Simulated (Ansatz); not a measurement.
```
CELL_PARAMETERS angstrom
     22.00000     0.00000     0.00000
      0.00000    22.00000     0.00000
      0.00000     0.00000     7.00012
ATOMIC_POSITIONS crystal
  Ge 0.71904 0.50000 0.66666
  Ge 0.73323 0.59661 0.83334
  Ge 0.75244 0.50000 0.33334
  Ge 0.65488 0.65488 0.66666
  Ge 0.59661 0.73323 0.83334
  Ge 0.70236 0.58382 0.16666
  Ge 0.67850 0.67850 0.33334
  Ge 0.50000 0.71904 0.66666
  Ge 0.40339 0.73323 0.83334
  Ge 0.58382 0.70236 0.16666
  Ge 0.50000 0.75244 0.33334
  Ge 0.34512 0.65488 0.66666
  Ge 0.26677 0.59661 0.83334
  Ge 0.41618 0.70236 0.16666
  Ge 0.32150 0.67850 0.33334
  Ge 0.28096 0.50000 0.66666
  Ge 0.26677 0.40339 0.83334
  Ge 0.29764 0.58382 0.16666
  Ge 0.24756 0.50000 0.33334
  Ge 0.34512 0.34512 0.66666
  Ge 0.40339 0.26677 0.83334
  Ge 0.29764 0.41618 0.16666
  Ge 0.32150 0.32150 0.33334
  Ge 0.50000 0.28096 0.66666
  Ge 0.59661 0.26677 0.83334
  Ge 0.41618 0.29764 0.16666
  Ge 0.50000 0.24756 0.33334
  Ge 0.65488 0.34512 0.66666
  Ge 0.73323 0.40339 0.83334
  Ge 0.58382 0.29764 0.16666
  Ge 0.67850 0.32150 0.33334
  Ge 0.70236 0.41618 0.16666
```

The numbers are results of PBE (plane waves to 420 eV, PAW; Ansatz, a quantum-chemistry and plane-wave program), not measurements. Mesh 1×1×12. No spin polarisation. One-dimensional cell, images about 11 Å apart. A hypothetical model, rolled from the flat sheet. It keeps the symmetry and period of its start, so it need not be a minimum against all distortions. Values not marked SOC lack spin–orbit coupling.

### Question
Tabulate the two highest filled and two lowest empty levels along the axis, from the valence top.

### Answer
```tsv
k (2π/c)	v2 (eV)	v1 (eV)	c1 (eV)	c2 (eV)
0.000	0.00	0.00	0.22	0.54
0.042	-0.02	-0.02	0.23	0.56
0.083	-0.07	-0.07	0.27	0.62
0.125	-0.14	-0.14	0.33	0.71
0.167	-0.22	-0.22	0.40	0.81
0.208	-0.32	-0.32	0.48	0.93
0.250	-0.42	-0.42	0.58	1.02
0.292	-0.52	-0.52	0.67	1.10
0.333	-0.62	-0.62	0.77	1.18
0.375	-0.71	-0.71	0.87	1.16
0.417	-0.75	-0.75	0.97	1.14
0.458	-0.78	-0.78	1.06	1.13
0.500	-0.79	-0.79	1.12	1.12
```
